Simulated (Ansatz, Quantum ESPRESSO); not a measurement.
# One structure in several programs: FeClO (Pmmn, 6 atoms in the cell)

Self-consistent single point.

```
CELL_PARAMETERS angstrom
      3.24085     0.00000     0.00000
      0.00000     3.80578     0.00000
      0.00000     0.00000     8.08806
ATOMIC_POSITIONS crystal
  Fe 0.50000 0.00000 0.10925
  Fe 0.00000 0.50000 0.89075
  Cl 0.00000 0.00000 0.31957
  Cl 0.50000 0.50000 0.68043
  O  0.00000 0.00000 0.95296
  O  0.50000 0.50000 0.04704
```
Moments meant for the start (each program seeds them in its own way; μB, in the order of the atoms Fe Fe Cl Cl O O): 4.0 4.0 0.0 0.0 0.0 0.0.

All programs got the same cell, k-point mesh and kind of occupations, and the same starting moments (in Ansatz's words: kpoints.mp_grid.grid = 4 3 2; magnetization.spin_polarized = true; scf.occupations.method = fermi_dirac; scf.occupations.width = 0.02 eV); potentials, basis and cutoffs are each program's usual ones.

```csv
code,model,pressure (GPa),largest force (eV/Å),size of the net moment (μB/atom),cutoff
Ansatz,"PBEsol, PAW files made with PBE",-0.81,0.711,1.44,default
Quantum ESPRESSO,"PBEsol, PseudoDojo standard norm-conserving (PBESOL) pseudopotentials",0.26,0.489,1.51,90 Ry
```

Size of the force on each atom (eV/Å): Sizes of forces hide their directions.

| code | Fe1 | Fe2 | Cl3 | Cl4 | O5 | O6 |
|---|---|---|---|---|---|---|
| Ansatz | 0.097 | 0.097 | 0.067 | 0.067 | 0.711 | 0.711 |
| Quantum ESPRESSO | 0.098 | 0.098 | 0.033 | 0.033 | 0.489 | 0.489 |

The spread over the programs that give each value: pressure within 1.07 GPa; largest force within 0.222 eV/Å; size of the net moment within 0.07 μB/atom.

The starting cell comes from a database of computed structures (which also holds hypothetical and non-ambient phases and stackings), without a prior relaxation at this level. Its lattice was rescaled by a random factor within 2.5 % of one. On Ansatz's run: The magnetic order is the one reached from the typed start; others were not searched systematically. The program warned that, by what it read of turns of the moments, another magnetic order lies lower. Without a gap this mesh is coarse (it stands for a supercell whose shortest vector is 11 Å).

Problem. Why do the programs differ, and what cannot be compared?

Solution. Differences of this kind can come from the potentials, where these differ, and from what each basis and cutoff leave unconverged. The zero of total energies and Fermi levels follows the potentials and each program's conventions, so they are not compared here. Ansatz's pressure is given at a fixed set of plane waves, as the other plane-wave codes print theirs; with its correction for the finite basis it is -0.58 GPa (the shift of 0.22 GPa shows how far the cutoff is from converged). Site moments depend on each program's spheres or projections; the total moment of the cell does not.

The shared mesh is coarse (it stands for a supercell whose shortest vector is 11 Å), so the values are not converged in it.

Ansatz is a first-principles code.

Keys are those of Ansatz 0.2.
